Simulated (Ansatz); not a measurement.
## Response to strain in Pt

Base system: Pt in the fcc (Cu type) structure (space group Fm-3m, No. 225; a = 3.940 Å). Axes: x, y, z lie along the cube axes.

Strains are applied to the cell and any free atomic positions relax; under biaxial strain the out-of-plane vector relaxes too.

Calculations: Kohn–Sham DFT with the r2SCAN functional, run in Ansatz (an electronic-structure program) with PAW and 500 eV plane waves, no spin-orbit coupling.

Candidates:
(a) isotropic strain +1.23 %
(b) biaxial strain −4.01 %, plane normal [001], relaxed out of plane
(c) uniaxial strain ε_yy = −0.41 %
(d) isotropic strain −5.98 %

Notes on the quantities. energy relative to the base: free energy F.

Question: Order them by energy relative to the base, lowest first.

Answer: (c) uniaxial strain ε_yy = −0.41 % (+0.3 meV/atom), (a) isotropic strain +1.23 % (+17 meV/atom), (b) biaxial strain −4.01 %, plane normal [001], relaxed out of plane (+45 meV/atom), (d) isotropic strain −5.98 % (+0.547 eV/atom)

Without a gap, meshes like the base's 20×20×20 leave anisotropic stresses uncertain by several tenths of a GPa, and small strain energies with them. Whether these cells are dynamically stable was not tested. All final runs are without spin polarisation. Pt lies near a magnetic instability that expansion can trigger; it was not tested.
